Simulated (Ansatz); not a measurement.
**SiO2, response to strain**

The reference is SiO2 in the rutile structure (space group P4_2/mnm, No. 136).

```yaml
crystal:
  lattice:
    - [4.23608, 0.00000, 0.00000]
    - [0.00000, 4.23608, 0.00000]
    - [0.00000, 0.00000, 2.69045]
  atoms:
    - { symbol: Si, position: [0.00000, 0.00000, 0.00000] }
    - { symbol: Si, position: [0.50000, 0.50000, 0.50000] }
    - { symbol: O, position: [0.30698, 0.30698, 0.00000] }
    - { symbol: O, position: [0.80698, 0.19302, 0.50000] }
    - { symbol: O, position: [0.19302, 0.80698, 0.50000] }
    - { symbol: O, position: [0.69302, 0.69302, 0.00000] }
```

Strains are applied to the cell and any free atomic positions relax.

All numbers come from PBE (Ansatz, a first-principles code; PAW; 420 eV plane waves; no spin-orbit coupling).

Notes on the quantities. energy relative to the base: free energy F.

```tsv
isotropic strain (%)	energy relative to the base (meV/atom)
0	0.0
0.6	2.2
1.2	8.6
1.8	?
2.4	33.2
3	50.7
```

Q: Fit ΔE = Aε² + Bε³ (ε in %) to the rows shown and predict the withheld row.

A: Least squares on the printed values gives A = 6.25 and B = -0.20 meV/atom (largest residual 0.0 meV/atom); this predicts 19.1 meV/atom, and the run gives 19.0 meV/atom, in agreement.

Whether these cells are dynamically stable was not tested.
